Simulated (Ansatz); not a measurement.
Take SnC in the rock salt structure (space group Fm-3m, No. 225; a = 4.745 Å; a hypothetical phase, not in the database extracts checked; relaxed with 0.1 eV smearing) as the base. Axes: x, y, z lie along the cube axes.

Method: PBEsol, PAW, 420 eV (Ansatz, a program for electronic structure; no spin-orbit coupling).

Base values:

Shortest interatomic distance: 2.373 Å

One thing is altered: biaxial strain +0.35 %, plane normal [111], relaxed out of plane (Cartesian); in-plane vectors clamped, the third vector and the atoms free.

Task: Estimate the effect on the energy relative to the base, in-plane stress, out-of-plane strain and shortest interatomic distance.

Result: The energy increases by 0.4 meV/atom; the mean in-plane stress (compression positive) amounts to -1.2 GPa; the out-of-plane strain amounts to -0.15 %; the shortest interatomic distance goes up by 0.004 Å to 2.377 Å.

No phonon test of stability was made. All final runs are without spin polarisation.
